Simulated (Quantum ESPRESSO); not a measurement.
# Pressure against volume in fluorite-structure PbF2 (space group 225) (Quantum ESPRESSO, PBEsol)

```
CELL_PARAMETERS angstrom
      0.00000     2.88377     2.88377
      2.88377     0.00000     2.88377
      2.88377     2.88377     0.00000
ATOMIC_POSITIONS crystal
  Pb 0.00000 0.00000 0.00000
  F  0.25000 0.25000 0.25000
  F  0.75000 0.75000 0.75000
```

Method of the run: PBEsol, GBRV 1.5 ultrasoft (PBESOL) pseudopotentials (plane waves; Quantum ESPRESSO). Settings: ecutwfc = 52 Ry; ecutrho = 260 Ry; occupations = smearing; smearing = fermi-dirac; degauss = 0.000734986 Ry; potentials = {Pb: pb_pbesol_v1.uspp.F.UPF, F: f_pbesol_v1.4.uspp.F.UPF}; K_POINTS = automatic 10 10 10 0 0 0; conv_thr = 1e-10 Ry. The cell above is the first row's. The rows scale it uniformly. In all rows fractional positions and the k mesh are held.

| V (Å^3/atom) | P (GPa) |
|---|---|
| 15.988 | ? |
| 16.335 | 3.62 |
| 16.683 | 1.75 |
| 17.031 | 0.08 |
| 17.378 | -1.40 |
| 17.726 | -2.71 |
| 18.073 | -3.88 |
| 18.421 | -4.92 |
| 18.768 | -5.84 |

**Question.** Using a cubic, estimate the missing P at V = 15.988 from the other rows, showing the fit.

**Answer.** With u = V - 17.6, the rows have u = -1.2650, -0.9170, -0.5690, -0.2220, 0.1260, 0.4730, 0.8210, 1.1680. Least squares gives P = -2.256 - 3.7195·u + 0.6405·u² - 0.0720·u³. Residuals (row less fit): 0.000, 0.001, -0.001, -0.002, 0.005, 0.000, -0.002, 0.001; standard error 0.003 (degrees of freedom: 4). The fitted pressure is zero at V0 = 17.05, where dP/dV = -4.491, so B0 = -V0·dP/dV = 76.6 GPa. At the withheld row, u = -1.6120, so P = -2.256 - 3.7195 × (-1.6120) + 0.6405 × (-1.6120)² - 0.0720 × (-1.6120)³ = 5.706 GPa. The calculation gives 5.74 GPa, 0.034 GPa above the prediction (0.3 % of the range of P in the table). The row lies outside the fitted rows, so this is an extrapolation. From the scatter of the fitted rows alone, a prediction at this place has a standard error of 0.008 GPa, so the miss is 4.3 times that.

Carrying the step between the two nearest rows on in a straight line would have given 5.48, off by 0.26; series whose last step already gives the withheld value aren't shown. The scan was laid around a cell of about the measured size, scaled by a guess for this functional. This is the high-temperature polymorph. The runs keep the symmetry of the cell, so they don't test it for distortions. Spin-orbit coupling is off. Cutoffs and mesh are single choices, not tested for convergence of this quantity. Series with a scatter that would blur these digits, or in which a gap closes, are not shown.

Terms beyond the fitted order, or numerical noise in single rows, can give a miss of this size; the table doesn't tell which.
